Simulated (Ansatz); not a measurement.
Ansatz (an electronic-structure program) run on CaGe2Au2 (I4mm, 5 atoms in the cell): self-consistent single point.

Computed with LDA (PW92), default PAW files made with PBE (plane waves; Ansatz).

```yaml
crystal:
  lattice:
    - [-2.21848, 2.21848, 5.12244]
    - [2.21848, -2.21848, 5.12244]
    - [2.21848, 2.21848, -5.12244]
  atoms:
    - { symbol: Ca, position: [0.00488, 0.00488, 0.00000] }
    - { symbol: Ge, position: [0.38161, 0.38161, 0.00000] }
    - { symbol: Ge, position: [0.61839, 0.61839, 0.00000] }
    - { symbol: Au, position: [0.75000, 0.25000, 0.50000] }
    - { symbol: Au, position: [0.25000, 0.75000, 0.50000] }
```

Reference input (self-consistent single point, DFT, LDA (PW92), plane waves, default PAW files made with PBE): basis.ecutwfc = 420 eV; kpoints.mp_grid.grid = 5 5 5; hamiltonian.xc = lda; hamiltonian.pseudopotentials = {kind: paw} (the program's default PAW files); scf.occupations.method = gaussian; scf.occupations.width = 0.1 eV. This run's input differs from it in these lines:

Ansatz 0.2 input:
```diff
@@ -12,3 +12,3 @@
 basis:
-  ecutwfc: 420.0
+  ecutwfc: 230.0
 kpoints:
```

Log, with long lists cut:

```
SCF iter   1: F=—  HF=-35925.452992 eV  |F-HF|=—  |Δ(HF+E_count)|=         —  Δρ=4.17e-2  dr2=8.85e-1  ethr=1.77e-3  ⟨swp⟩=7.3  Hψ=3240  notcnv=0  defer=5
all-band conjugate gradients solve this SCF's bands
preconditioner: auto → Kerker (q_TF=auto, 2.603 Å⁻¹)
SCF iter   2: F=—  HF=-35924.301596 eV  |F-HF|=—  |Δ(HF+E_count)|=    1.15e0  Δρ=1.75e-2  dr2=1.31e-1  ethr=1.16e-3  ⟨swp⟩=2.0  Hψ=1674  notcnv=0  defer=50
   [... lines left out ...]
SCF iter   5: F=—  HF=-35924.228683 eV  |F-HF|=—  |Δ(HF+E_count)|=   1.19e-3  Δρ=4.65e-4  dr2=2.68e-4  ethr=3.67e-6  ⟨swp⟩=2.0  Hψ=1296  notcnv=0  defer=50
SCF iter   6: F=—  HF=-35924.228627 eV  |F-HF|=—  |Δ(HF+E_count)|=   5.63e-5  Δρ=8.43e-5  dr2=7.42e-6  ethr=3.52e-7  ⟨swp⟩=2.0  Hψ=1299  notcnv=0  defer=50
SCF iter   7: F=—  HF=-35924.228614 eV  |F-HF|=—  |Δ(HF+E_count)|=   1.29e-5  Δρ=1.84e-5  dr2=1.01e-6  ethr=9.76e-9  ⟨swp⟩=2.0  Hψ=1323  notcnv=0  defer=50
SCF iter   8: F=-35924.228614 eV  HF=-35924.228614 eV  |F-HF|=4.84e-8  |Δ(HF+E_count)|=   2.08e-7  Δρ=7.49e-6  dr2=7.69e-8  ethr=1.32e-10  ⟨swp⟩=8.1  Hψ=3691  notcnv=0
SCF 1 converged in 8 iterations: F = -35924.228614 eV  dr2 = 7.69e-8
Free energy (F): -35924.228614 eV
Internal energy: -35924.219695 eV  (E = F + TS)
E sigma→0 (E₀):  -35924.224154 eV
Entropy (-TS):   -0.008919 eV (-1.784 meV/atom)
Fermi energy:    13.095799 eV
--- Forces (eV/Å), atoms counted from 1 ---
  atom   1  Ca    -0.00000000     0.00000000    -0.06366858
  atom   2  Ge    -0.00000000     0.00000000    -0.42438419
  atom   3  Ge     0.00000000     0.00000000     0.45405963
  atom   4  Au     0.00000000    -0.00000000     0.01708147
  atom   5  Au    -0.00000000     0.00000000     0.01708147
--- Stress (GPa, compression-positive) ---
       -4.469550      -0.000000      -0.000000
       -0.000000      -4.469550      -0.000000
       -0.000000       0.000000      -4.953169
  P = ⅓ Tr σ = -4.6308 GPa (-46.308 kbar)
  The stress holds the Pulay correction. Without it, at fixed plane waves, as pw.x and ABINIT print it: P = -120.2871 GPa
```

The run converged in 8 iterations. Against the reference run the free energy rises by 2.43 eV/atom, the pressure goes from -3.44 to -4.63 GPa and the largest force goes from 0.243 to 0.454 eV/Å.

The starting cell comes from a database of computed structures (which also holds hypothetical and non-ambient phases and stackings), without a prior relaxation at this level. Its lattice was rescaled by up to half a per cent. One atom was moved a little off its site on purpose. Ansatz's pressure includes its estimate of the finite-basis (Pulay) stress. Without the estimate this run gives -120.29 GPa. The cutoff lies below the one recommended for these files.
